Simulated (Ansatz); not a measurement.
## A computed series for MoS2: pressure series

Start from MoS2 in the 3R-MoS2 type structure (space group R3m, No. 160; a = 3.175 Å, c = 18.586 Å (hexagonal axes); layered, stacked along the Cartesian z axis).

Cell and atoms are relaxed at each pressure.

Computed with r2SCAN+rVV10 (Ansatz, a quantum-chemistry and plane-wave program), spin-orbit coupling left out, earlier PAW set.

Notes on the quantities. enthalpy: H = E + PV relative to the base's energy.

```csv
variant,c/a ratio,enthalpy,band gap,lattice parameter a
base,5.853,–,1.02 eV,3.175 Å
pressure −1 GPa,6.003,-0.11 eV/atom,1.10 eV,3.183 Å
pressure 3 GPa,___,+0.33 eV/atom,___,___
pressure 7 GPa,5.523,+0.74 eV/atom,0.61 eV,3.128 Å
pressure 15 GPa,5.400,+1.53 eV/atom,0.33 eV,3.083 Å
pressure 30 GPa,5.301,+2.89 eV/atom,zero,3.014 Å
pressure 50 GPa,5.252,+4.56 eV/atom,zero,2.941 Å
pressure 75 GPa,5.258,+6.49 eV/atom,zero,2.863 Å
pressure 100 GPa,5.293,+8.28 eV/atom,zero,2.798 Å
```

**Question.** Fill in the withheld entries from the trend.

**Answer.** 
- pressure 3 GPa, c/a ratio: 5.650
- pressure 3 GPa, band gap: 0.80 eV
- pressure 3 GPa, lattice parameter a: 3.154 Å

The mesh was chosen for an insulator and is coarse for the gapless case. Load acts through the strain it causes; cell and atoms are relaxed under it. Whether these cells are dynamically stable was not tested. No other phases were tried under pressure. All final runs are without spin polarisation. A zero or small gap of MoS2 under pressure 30 GPa and MoS2 under pressure 50 GPa can be the functional's error rather than a property of the material.
